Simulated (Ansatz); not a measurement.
An Ansatz (an electronic-structure program) input (plane-wave PAW DFT at the PBEsol level (Ansatz, 420 eV), no SOC, earlier PAW set):

Ansatz 0.2 input:
```yaml
crystal:
  lattice:
    - [2.9010458505, 0, 0]
    - [0, 2.9010458505, 0]
    - [1.4505229252, -1.4505229252, 2.1276598879]
  atoms:
    - { symbol: N, position: [0, 0, 0] }
    - { symbol: Ti, position: [0.5, 0.5, 0] }
basis: { ecutwfc: 420, ecutrho_ratio: 4, xc_grid: 2, fft_grid_basis: typed }
kpoints: { mp_grid: { grid: [24, 24, 24] } }
hamiltonian:
  xc: pbesol
  dispersion: none
  pseudopotentials: { azcp: { folder: ./paw }, kind: paw }
scf: { occupations: { method: fermi_dirac, width: 0.1 } }
relax: { f_tol: 0.005, max_steps: 50, cell: { stress_tol: 0.01, fix: [a, b, gamma] } }
output: { forces: true, stress: true }
checkpoint: { write: state.ck, write_every: 1000 }
```

**Question.** Which symmetry and how many k-points will the program report, and about how many plane waves at Γ?

**Answer.** Space group I4/mmm (ITA 139) with 16 operations, k-points 1063 of 13824, and 339 plane waves at Γ.

**Question.** And the final pressure?

**Answer.** 13.58 GPa (compression positive).

The cells carry an imposed strain or load. No phonon test of stability was made. The final runs are not spin-polarised. The cell was made from TiN in the rock salt structure (space group Fm-3m, No. 225) by this change: biaxial strain −2.42 %, plane normal [001], relaxed out of plane.
